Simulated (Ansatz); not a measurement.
The starting structures come from a database of crystals and need not be the phases stable at ambient conditions.

The decay constant κ of evanescent states in the gap governs leakage through a thin film.

```yaml
crystal:
  lattice:
    - [8.16159, 0.00000, 0.00000]
    - [0.00000, 9.72713, 0.00000]
    - [0.00000, 0.00000, 4.05545]
  atoms:
    - { symbol: Bi, position: [0.14185, 0.86781, 0.25000] }
    - { symbol: Bi, position: [0.85815, 0.13219, 0.75000] }
    - { symbol: Bi, position: [0.35815, 0.36781, 0.75000] }
    - { symbol: Bi, position: [0.64185, 0.63219, 0.25000] }
    - { symbol: S, position: [0.16694, 0.05450, 0.75000] }
    - { symbol: S, position: [0.83306, 0.94550, 0.25000] }
    - { symbol: S, position: [0.33306, 0.55450, 0.25000] }
    - { symbol: S, position: [0.66694, 0.44550, 0.75000] }
    - { symbol: Br, position: [0.00966, 0.32812, 0.25000] }
    - { symbol: Br, position: [0.99034, 0.67188, 0.75000] }
    - { symbol: Br, position: [0.49034, 0.82812, 0.75000] }
    - { symbol: Br, position: [0.50966, 0.17188, 0.25000] }
```

Space group of this cell: Pnma. The cell was relaxed by PBE-D3(BJ); by r2SCAN its mean pressure is 1.0 GPa.

Transport runs along the normal of the first two printed cell vectors.

The gap is the functional's own, uncorrected, and κ follows it; spin-orbit coupling is left out. Mid-gap values are interpolated between the computed energies.

Question: Estimate the band gap and the smallest decay constant κ at mid-gap that Ansatz (a first-principles code) with r2SCAN returns for this system.

Answer: Gap 2.28 eV on a 4×4×8 mesh; κ = 0.235 1/Å, at (0.250, 0.250) of the in-plane reciprocal vectors. At the zone centre, at the nearest computed energy, the slowest state has κ = 0.29 1/Å.
